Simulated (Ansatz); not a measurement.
The reference is MgS in the rock salt structure (space group Fm-3m, No. 225).

```yaml
crystal:
  lattice:
    - [0.00000, 2.60152, 2.60152]
    - [2.60152, 0.00000, 2.60152]
    - [2.60152, 2.60152, 0.00000]
  atoms:
    - { symbol: Mg, position: [0.00000, 0.00000, 0.00000] }
    - { symbol: S, position: [0.50000, 0.50000, 0.50000] }
```

Cartesian axes are those of the cell as printed.

Calculations: Ansatz (a first-principles code) r2SCAN, spin-orbit coupling left out.

For the base:

Pressure: 0.00 GPa
Valley order: X along ⟨100⟩ 3.46 eV; Γ 4.64 eV
Electron mass: 0.53 mₑ along k, 0.31 mₑ across (at X)

Now apply this change: the cell is stretched by 2.00 % along z with no lateral relaxation, atoms relaxed at fixed cell.

### Question
Predict the new hole mass, pressure, valley order and electron mass.

### Answer
The hole mass amounts to 0.27 mₑ along z, 0.97 mₑ across (at Γ); the pressure (mean of the normal stresses, compression positive) goes from zero to -1.46 GPa; the valley order (the lowest conduction-band minima on the path, energy above the VBM, named in the base's zone) changes from X along ⟨100⟩ 3.46 eV; Γ 4.64 eV to X along [100] 3.33 eV; X along [001] 3.44 eV; Γ 4.42 eV; the electron mass becomes 0.51 mₑ along k, 0.31 mₑ across (at X) (base: 0.53 mₑ along k, 0.31 mₑ across (at X)).

The levels and masses belong to the bands next to the band gap. The cells carry an imposed strain or load. Effective masses come from finite differences of ±0.01 Å⁻¹. Along k means along the line from Γ to the band edge. No phonon test of stability was made.
